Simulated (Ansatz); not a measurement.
The structure below was relaxed with DFT with PBEsol, PAW potentials and a 420 eV plane-wave cutoff in Ansatz (a first-principles code), spin-orbit coupling left out.

```
VN
1.0
    0.00000     2.03657     2.03657
    2.03657     0.00000     2.03657
    2.03657     2.03657     0.00000
N V
1 1
Direct
  0.00000   0.00000   0.00000
  0.50000   0.50000   0.50000
```

Question: Find the space group and the Wyckoff positions.

Answer: Space group Fm-3m (No. 225); a = b = c = 4.0731 Å, α = β = γ = 90.00°

| atom | site | symmetry | x | y | z |
|---|---|---|---|---|---|
| N | 4a | m-3m | 0.0000 | 0.0000 | 0.0000 |
| V | 4b | m-3m | 0.5000 | 0.5000 | 0.5000 |

No phonon test of stability was made. Starting moments died away, wholly or in part, for Ta → V; another magnetic solution may exist. All final runs are without spin polarisation. The cell was made from TaN by this change: Ta → V.
